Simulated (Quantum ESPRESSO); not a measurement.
Quantum ESPRESSO is run on Zn₃SbN₃ (Cm, 7 atoms in the cell), and the run fails. The aim is a self-consistent single point with DFT, PBEsol, plane waves, GBRV 1.5 ultrasoft (PBESOL) pseudopotentials.

Cell that was meant: a = 4.7221 Å, b = 4.7221 Å, c = 5.5766 Å, α = 114.48°, β = 114.48°, γ = 88.10°.

Part of the input:

```fortran
&CONTROL
    calculation = 'static',
    prefix = 'Zn3SbN3',
    outdir = './out',
    pseudo_dir = './',
```

Output, abridged:

```
     This program is part of the open-source Quantum ESPRESSO suite
     for quantum simulation of materials; please cite

 %%%%%%%%%%%%%%%%%%%%%%%%%%%%%%%%%%%%%%%%%%%%%%%%%%%%%%%%%%%%%%%%%%%%%%%%%%%%%%
     Error in routine  control_checkin (1):
      calculation "static" not allowed
 %%%%%%%%%%%%%%%%%%%%%%%%%%%%%%%%%%%%%%%%%%%%%%%%%%%%%%%%%%%%%%%%%%%%%%%%%%%%%%

     stopping ...
```

**Question.** From the messages shown, name the fault and mend the input.

**Answer.** The fault is a value that the program does not know. The key takes a closed list of words, and names differ between codes. To fix it, use one of the words that the key accepts. The program stopped before any SCF iteration.

The sound input it was made from differs as follows (other fixes are possible):
```diff
-    calculation = 'static',
+    calculation = 'scf',
```

With that input, the run converged in 12 iterations: free energy E − TS -22157.8573 eV; top of the valence band (on the code's own zero) 9.39 eV; gap on the k-point mesh 1.94 eV; pressure -1.49 GPa; largest force (vector length) 0.207 eV/Å (DFT, PBEsol, plane waves, GBRV 1.5 ultrasoft (PBESOL) pseudopotentials).

On the sound input: the starting cell comes from a database of computed structures (which also holds hypothetical and non-ambient phases and stackings), without a prior relaxation at this level. Spin-orbit coupling is off. The shifted mesh does not hold Γ, so a gap read on it misses any band edge there.
